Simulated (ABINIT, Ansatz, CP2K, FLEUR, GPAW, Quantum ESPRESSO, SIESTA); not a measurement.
# Code comparison for P (Cmce, 4 atoms in the cell)

Self-consistent single point.

```
P
1.0
    1.64758    -5.46449     0.00000
    1.64758     5.46449     0.00000
    0.00000     0.00000     4.54319
P
4
Direct
  0.40414   0.59586   0.91118
  0.59586   0.40414   0.08882
  0.09586   0.90414   0.41118
  0.90414   0.09586   0.58882
```

All programs got the same cell, k-point mesh and kind of occupations (in Ansatz's words: kpoints.mp_grid.grid = 8 8 6; scf.occupations.method = gaussian; scf.occupations.width = 0.136 eV); potentials, basis and cutoffs are each program's usual ones.

```csv
code,model,pressure (GPa),largest force (eV/Å),k-points,cutoff
FLEUR,"PBE, all-electron FLAPW (FLEUR), scalar-relativistic valence",–,0.350,84,Kmax 4.1 1/bohr
Quantum ESPRESSO,"PBE, PSlibrary PAW (PBE) pseudopotentials",2.05,0.348,84,40 Ry
GPAW,"PBE, GPAW PAW datasets PBE (gpaw-data 1.0.1)",2.32,0.384,84,550 eV
Ansatz,"PBE, default PAW files",2.01,0.341,84,default
SIESTA,"GGA PBE, numerical atomic orbitals TZP, PseudoDojo PBE standard norm-conserving potentials (rewritten from UPF to PSML)",2.63,0.634,223,grid 400 Ry
ABINIT,"PBE, norm-conserving pseudopotentials (PseudoDojo nc-sr-05 PBE standard)",2.09,0.355,84,599 eV
CP2K,"PBE, GPW, DZVP-MOLOPT-SR-GTH basis, GTH-PBE potentials (GTH_POTENTIALS)",2.30,0.380,196,grid 400 Ry
```

A dash marks a value that a program does not give, or that is left out as unsure.

The spread over the programs that give each value: pressure within 0.62 GPa; largest force within 0.293 eV/Å.

The starting cell comes from a database of computed structures (which also holds hypothetical and non-ambient phases and stackings), without a prior relaxation at this level. Its lattice was rescaled by a random factor within 2.5 % of one.

### Question
Why do the programs differ, and what cannot be compared?

### Answer
Differences of this kind can come from the potentials, where these differ, and from what each basis and cutoff leave unconverged. The zero of total energies and Fermi levels follows the potentials and each program's conventions, so they are not compared here. SIESTA and CP2K use small atom-centred bases, whose incompleteness enters pressures, forces and empty levels differently from a plane-wave cutoff. FLEUR treats all electrons, but the usual bases taken here (sphere radii, linearisation, local orbitals, empty states) were not tested for convergence, so the values are no reference for the others. Ansatz's pressure is given at a fixed set of plane waves, as the other plane-wave codes print theirs. The programs reduce the same mesh by symmetry to different extents, which changes the work and not the result. In the force vectors, SIESTA (by 0.282) lies more than 0.08 eV/Å from the median of the plane-wave programs.

Left out of this page: Elk (not drawn, or without a comparable value).

Ansatz is an electronic-structure program.

Keys are those of Ansatz 0.2.
